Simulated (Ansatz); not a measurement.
The reference is InSe in the beta-GaS type structure (space group P6_3/mmc, No. 194; a = 4.032 Å, c = 16.763 Å; layered, stacked along the Cartesian z axis).

(Cell as relaxed with PBE-D3(BJ).)

Levels (all Ansatz, an electronic-structure program, PAW, earlier PAW set): PBE-D3(BJ) (420 eV, spin-orbit coupling left out); r2SCAN+rVV10 (500 eV, no spin-orbit coupling).

Each level relaxes its own structure.

```
base                 PBE-D3(BJ)  r2SCAN+rVV10
-------------------  ----------  ------------
volume per atom        29.50 Å³      29.56 Å³
lattice parameter a     4.032 Å       4.016 Å
band gap                0.37 eV       0.85 eV
```

Modification: cell and atoms relaxed at a pressure of 2.1 GPa.

```tsv
quantity	PBE-D3(BJ)	r2SCAN+rVV10
valley order (the lowest conduction-band minima on the path, energy above the VBM, named in the base's zone)	Γ 0.50 eV; M (1/2, 0, 0) 1.07 eV; K (1/3, 1/3, 0) 1.27 eV	Γ 0.94 eV; M (1/2, 0, 0) 1.34 eV; K (1/3, 1/3, 0) 1.48 eV
electron mass	0.047 mₑ along c, 0.11 mₑ across (at Γ)	0.078 mₑ along c, 0.14 mₑ across (at Γ)
```

Both order the valleys alike. Neither level is exact; r2SCAN+rVV10 is the comparison here, not a measurement.

Load acts through the strain it causes; cell and atoms are relaxed under it. Masses are band curvatures over ±0.01 Å⁻¹ around the edge. Stability against distortions was not tested.
